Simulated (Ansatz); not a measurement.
Consider the following.

```
Sc
1.0
    3.36771     0.00000     0.00000
   -1.68386     2.91652     0.00000
    0.00000     0.00000     5.26379
Sc
2
Direct
  0.66667   0.33333   0.75000
  0.33333   0.66667   0.25000
```

No spin polarisation.

All numbers come from DFT with PBE, PAW potentials and a 420 eV plane-wave cutoff in Ansatz (a quantum-chemistry and plane-wave program), spin-orbit coupling left out. Γ-centred 20×20×11 mesh, Fermi–Dirac width 0.1 eV.

Predict the space group.

P6_3/mmc (No. 194).

What is the computed band gap?

Zero.

What is the computed pressure (mean of the normal stresses, compression positive)?

-2.2 GPa.

The cells carry an imposed strain or load. No phonon test of stability was made. The final runs are not spin-polarised. The cell was made from Sc in the hcp (Mg type) structure (space group P6_3/mmc, No. 194) by this change: isotropic strain +1.50 %.
